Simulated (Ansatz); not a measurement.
Consider TiO2 in the rutile structure (space group P4_2/mnm, No. 136; a = 4.5916 Å, c = 2.9391 Å). Axes: x, y, z lie along a, b, c of the conventional cell.

Method: PBEsol (Ansatz, a first-principles code), no spin-orbit coupling, earlier PAW set.

For the base:

The pressure comes out as 0.0 kbar.

Now apply this change: biaxial strain −2.15 %, plane normal [001], relaxed out of plane (Cartesian); in-plane vectors clamped, the third vector and the atoms free.

Q: How does this affect the pressure?

A: The pressure (mean of the normal stresses, compression positive) goes from zero to 56.9 kbar.

Q: What happens to the out-of-plane strain?

A: The out-of-plane strain comes out as +1.54 %.

Stability against distortions was not tested. All final runs are without spin polarisation.
